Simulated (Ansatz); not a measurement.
## (Cu,Zn): Cu7Zn

A 32-atom cell of (Cu,Zn) started in the face-centred cubic structure, site fractions Cu 0.875, Zn 0.125, short-range order 0.00 among the nearest mixed sites of the first mixed sublattice (0 is random, a negative value favours unlike neighbours), space group P1 at the end.

Calculation: PBE (plane waves to 420 eV, PAW; Ansatz, a program for electronic structure). Spin–orbit coupling is left out. Its k-point mesh 5×5×5, Fermi–Dirac width 0.05 eV.

| Property | Result |
|---|---|
| volume per atom | 12.20 Å³ |
| Cu–Cu bonds (within 1.22 times the sum of covalent radii) | 2.580 Å on average, from 2.543 to 2.630 (147) |
| Cu–Zn bonds (within 1.22 times the sum of covalent radii) | 2.595 Å on average, from 2.559 to 2.635 (42) |
| Zn–Zn bonds (within 1.22 times the sum of covalent radii) | 2.653 Å on average, from 2.648 to 2.661 (3) |

```
CELL_PARAMETERS angstrom
     -0.00129    -0.00240     7.29932
      7.31443     0.00001    -0.00129
      0.00001     7.31459    -0.00240
ATOMIC_POSITIONS crystal
  Cu 0.99857 0.50035 0.99863
  Cu 0.99853 0.75186 0.24979
  Cu 0.24817 0.75040 0.99949
  Cu 0.99998 0.99970 0.99979
  Cu 0.99855 0.24827 0.25082
  Cu 0.99818 0.49967 0.50187
  Cu 0.99966 0.75043 0.74988
  Cu 0.24627 0.24981 0.99927
  Zn 0.24523 0.49986 0.25388
  Cu 0.24687 0.75187 0.49976
  Zn 0.50378 0.49619 0.00008
  Cu 0.50106 0.75022 0.25281
  Cu 0.75212 0.75070 0.00028
  Cu 0.99952 0.00042 0.50042
  Cu 0.99978 0.24958 0.74944
  Cu 0.24770 0.00028 0.25140
  Cu 0.24877 0.24830 0.50148
  Cu 0.24781 0.49897 0.74862
  Zn 0.50000 0.00366 0.00360
  Cu 0.50123 0.24980 0.25347
  Cu 0.50157 0.49798 0.49949
  Zn 0.50033 0.75065 0.74227
  Cu 0.75431 0.24918 0.00001
  Cu 0.75276 0.49982 0.25155
  Cu 0.75284 0.75035 0.49847
  Cu 0.24751 0.00110 0.74914
  Cu 0.50027 0.00186 0.49809
  Cu 0.50034 0.24920 0.74717
  Cu 0.75209 0.00017 0.25168
  Cu 0.75122 0.24954 0.50021
  Cu 0.75268 0.49880 0.74839
  Cu 0.75230 0.00103 0.74877
```
